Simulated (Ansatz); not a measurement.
System: cubic perovskite SrHfO3 (cubic high-temperature phase). Method: HSE06+SOC in Ansatz (PAW).

Numerical settings: plane-wave cutoff 460 eV, 6×6×6 k mesh, Fermi–Dirac smearing 0.01 eV, PAW data made under PBE.

Cell (measured lattice):

```cif
data_HfO3Sr
_chemical_formula_sum 'O3 Sr1 Hf1'
_space_group_name_H-M_alt 'Pm-3m'
_space_group_IT_number 221
_space_group_name_Hall '-P 4 2 3'
_cell_length_a 4.11380
_cell_length_b 4.11380
_cell_length_c 4.11380
_cell_angle_alpha 90.000
_cell_angle_beta 90.000
_cell_angle_gamma 90.000
loop_
_atom_site_label
_atom_site_type_symbol
_atom_site_symmetry_multiplicity
_atom_site_Wyckoff_symbol
_atom_site_fract_x
_atom_site_fract_y
_atom_site_fract_z
_atom_site_occupancy
O1 O 3 d 0.00000 0.00000 0.50000 1
Sr1 Sr 1 b 0.50000 0.50000 0.50000 1
Hf1 Hf 1 a 0.00000 0.00000 0.00000 1
```

### Question
Estimate the band gap and smallest direct gap on the k points sampled that the calculation returns.

### Answer

band gap: 5.29 eV (on the SCF k mesh) (indirect)
smallest direct gap on the k points sampled: 5.47 eV

Note: held by symmetry at 0 K, a high-temperature phase can be a saddle point; cell and atoms aren't relaxed at this level (pressure 0.5 GPa).

The computed numbers hold no vibrational or temperature effects.

Ansatz is a quantum-chemistry and plane-wave program.
